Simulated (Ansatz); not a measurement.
**Short convergence ladders for VAs₂ (Cm, 6 atoms in the cell)**

```
CELL_PARAMETERS angstrom
      4.49745    -1.63502     0.00000
      4.49745     1.63502     0.00000
     -3.71356     0.00000     6.44329
ATOMIC_POSITIONS crystal
  V  0.84857 0.84857 0.81316
  V  0.15463 0.15463 0.19460
  As 0.59591 0.59591 0.89547
  As 0.40409 0.40409 0.10453
  As 0.14758 0.14758 0.53483
  As 0.85242 0.85242 0.46517
```

Base method: PBEsol, default PAW files made with PBE (plane waves; Ansatz, a program for electronic structure).

Base settings: basis.ecutwfc = 420 eV; kpoints.mp_grid.grid = 7 7 3; hamiltonian.xc = pbesol; hamiltonian.pseudopotentials = {kind: paw} (the program's default PAW files); scf.occupations.method = fermi_dirac; scf.occupations.width = 0.1 eV.

The count of work is k-points × plane waves × bands × iterations; it is no time. 

**The k-point mesh**

The second cell is the first with its lattice scaled by 0.98.

Only quantities that move along the ladder and can be compared are tabulated.

```tsv
kpoints.mp_grid.grid	free energy less the last step's (meV/atom)	energy of the compressed cell less the first (meV/atom)	pressure (GPa)	largest difference of a force vector from the last step's (eV/Å)	count of work / last
2 2 1	50.41	13.46	-2.08	0.834	0.014
3 3 1	-19.07	15.33	-1.80	0.490	0.014
3 3 2	1.33	17.94	-1.38	0.120	0.033
5 5 2	1.75	17.56	-1.45	0.056	0.064
6 6 3	-0.55	17.36	-1.48	0.015	0.12
7 7 3	-0.16	17.41	-1.47	0.006	0.16
8 8 4	0.08	17.45	-1.47	0.003	0.28
13 13 6	0.00	17.46	-1.47	0.000	1.0
```

Coarsest kpoints.mp_grid.grid that holds the energy of the compressed cell less the first within 0.2 meV/atom of the last step, with all finer ones: 5 5 2, at 0.064 of the last step's count of work; the step before is off by 0.48 meV/atom.

Coarsest kpoints.mp_grid.grid that holds the pressure within 0.5 GPa of the last step, with all finer ones: 3 3 1, at 0.014 of the last step's count of work; the step before is off by 0.62 GPa.

Coarsest kpoints.mp_grid.grid that holds the free energy within 1 meV/atom of the last step, with all finer ones: 6 6 3, at 0.12 of the last step's count of work; the step before is off by 1.8 meV/atom.

The energy difference between the two cells stays within 1 meV/atom of the last step's from 3 3 2 on, the total only from 6 6 3 on: much of the error is common to both cells and cancels.

**The k-point mesh at a smearing width of 0.02 eV**

In this ladder: scf.occupations.width = 0.02 eV.

Only quantities that move along the ladder and can be compared are tabulated.

```csv
kpoints.mp_grid.grid,free energy less the last step's (meV/atom),largest difference of a force vector from the last step's (eV/Å)
4 4 2,2.47,0.065
5 5 2,1.61,0.048
6 6 3,-0.71,0.017
8 8 4,0.08,0.015
12 12 6,0.01,0.006
17 17 8,-0.01,0.001
21 21 10,0.00,0.000
```

Coarsest kpoints.mp_grid.grid that holds the forces within 0.01 eV/Å of the last step, with all finer ones: 12 12 6; the step before is off by 0.015 eV/Å.

Coarsest kpoints.mp_grid.grid that holds the free energy within 1 meV/atom of the last step, with all finer ones: 6 6 3; the step before is off by 1.6 meV/atom.

**The k-point mesh at a smearing width of 0.3 eV**

In this ladder: scf.occupations.width = 0.3 eV.

Only quantities that move along the ladder and can be compared are tabulated.

| kpoints.mp_grid.grid | free energy less the last step's (meV/atom) | largest difference of a force vector from the last step's (eV/Å) | count of work / last |
|---|---|---|---|
| 4 4 2 | 2.29 | 0.045 | 0.023 |
| 5 5 2 | 1.30 | 0.022 | 0.029 |
| 6 6 3 | 0.22 | 0.008 | 0.055 |
| 8 8 4 | 0.03 | 0.001 | 0.13 |
| 12 12 6 | 0.00 | 0.000 | 0.39 |
| 17 17 8 | 0.00 | 0.000 | 1.0 |

Coarsest kpoints.mp_grid.grid that holds the forces within 0.005 eV/Å of the last step, with all finer ones: 8 8 4, at 0.13 of the last step's count of work; the step before is off by 0.008 eV/Å.

Coarsest kpoints.mp_grid.grid that holds the free energy within 0.5 meV/atom of the last step, with all finer ones: 6 6 3, at 0.055 of the last step's count of work; the step before is off by 1.3 meV/atom.

On the base run: the starting cell comes from a database of computed structures (which also holds hypothetical and non-ambient phases and stackings), without a prior relaxation at this level. Its lattice was rescaled by up to half a per cent. One atom was moved a little off its site on purpose. Spin polarisation is off, so a magnetic state, if there is one, cannot be reached. Ansatz's pressure includes its estimate of the finite-basis (Pulay) stress.

Keys are those of Ansatz 0.2.
